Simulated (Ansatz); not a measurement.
**CaB2C2: response to strain**

Start from CaB$_{2}$C$_{2}$ (space group I4/mcm, No. 140; a = 5.345 Å, c = 7.393 Å; a cell from a computed database, its experimental status unchecked).

Strains are applied to the cell and any free atomic positions relax.

Method: Ansatz (a quantum-chemistry and plane-wave program), r2SCAN, PAW, cutoff 500 eV, spin-orbit coupling left out, earlier PAW set.

Notes on the quantities. pressure: mean of the normal stresses, compression positive.

| isotropic strain (%) | pressure (GPa) |
|---|---|
| -4.42 | 29.9 |
| -2.93 | 18.1 |
| -0.85 | 4.6 |
| -0.26 | ? |
| 0 | 0.0 |
| 4.42 | -17.8 |

Q: Fit P = P₀ − Bδ + Cδ² with δ = (1 + ε)³ − 1 to the rows shown and predict the withheld row.

A: Least squares on the printed values gives P₀ = -0.2 GPa, B = 184 GPa (at held cell shape), C = 413 GPa (largest residual 0.3 GPa); this predicts 1.2 GPa, and the run gives 1.4 GPa, 0.2 higher.

Whether these cells are dynamically stable was not tested.
